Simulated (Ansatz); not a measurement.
# ZnGeP2: pressure series

The parent structure is ZnGeP$_{2}$ in the chalcopyrite structure (space group I-42d, No. 122).

```
CELL_PARAMETERS angstrom
     -2.68698     2.68698     5.31275
      2.68698    -2.68698     5.31275
      2.68698     2.68698    -5.31275
ATOMIC_POSITIONS crystal
  Zn 0.00000 0.00000 0.00000
  Zn 0.75000 0.25000 0.50000
  Ge 0.50000 0.50000 0.00000
  Ge 0.25000 0.75000 0.50000
  P  0.87500 0.87461 0.49961
  P  0.12539 0.62500 0.00039
  P  0.37500 0.37539 0.50039
  P  0.62461 0.12500 0.99961
```

Cell and atoms are relaxed at each pressure.

The values are results of LDA/PAW in Ansatz (a quantum-chemistry and plane-wave program), no spin-orbit coupling, not measurements.

For the base:

| Property | Result |
|---|---|
| Band gap | 1.00 eV |

Task: The aim is a band gap between 0.83 eV and 0.91 eV. Which of these changes reaches it?
A. pressure 9 GPa
B. pressure 0.9 GPa
C. pressure −1 GPa

Result: A, pressure 9 GPa. It gives 0.86 eV; pressure 0.9 GPa gives 0.99 eV; pressure −1 GPa gives 1.02 eV. Changes not listed may reach it too

Load acts through the strain it causes; cell and atoms are relaxed under it. No phonon test of stability was made. Competing high-pressure phases were not computed.
